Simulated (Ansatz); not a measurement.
How the lattice parameter c of PdSb (model structure, started from the CoSn type, P6/mmm, No. 191, 6 atoms in the cell) moves with the method

No measured value is used here.

```csv
level (code),value (Å)
LDA (Ansatz),4.324
PBE (Ansatz),4.421
PBEsol (Ansatz),4.363
PBE-D3(BJ) (Ansatz),4.367
r²SCAN (Ansatz),4.346
r²SCAN+rVV10 (Ansatz),4.334
```

The crystal itself was run without spin with LDA, PBE, PBEsol, PBE-D3(BJ), r²SCAN, r²SCAN+rVV10; a magnetic state was not tried in these runs. Cutoffs differ between the levels. Ansatz's density-functional and Hartree–Fock values are scalar-relativistic unless marked +SOC, with PAW data made under PBE.

A model structure was made by putting elements into a prototype or built by hand; it is no filed structure, need not be a known phase, and can be a saddle point held by its symmetry.

Ansatz is an electronic-structure program.
